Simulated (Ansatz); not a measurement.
## Response to strain in BN

Start from BN in the zinc blende structure (space group F-43m, No. 216; a = 3.581 Å). Axes: x, y, z lie along the cube axes.

Strains are applied to the cell and any free atomic positions relax; under biaxial strain the out-of-plane vector relaxes too.

Calculations: DFT with LDA, PAW potentials and a 420 eV plane-wave cutoff in Ansatz (an electronic-structure program), spin-orbit coupling left out.

| biaxial strain, plane normal [111], relaxed out of plane (%) | out-of-plane strain (%) |
|---|---|
| -2.5 | 0.42 |
| -2.08 | 0.35 |
| -1.67 | 0.28 |
| -1.25 | 0.21 |
| -0.83 | 0.14 |
| -0.42 | ? |
| 0 | 0.00 |

Question: Fit ε⊥ = −νε + γε² (strains in %) to the rows shown and predict the withheld row.

Answer: Least squares on the printed values gives ν = 0.17 (the biaxial Poisson response) and γ = 0.000 (largest residual 0.00 %); this predicts 0.07 %, and the run gives 0.07 %, in agreement.

Stability against distortions was not tested.
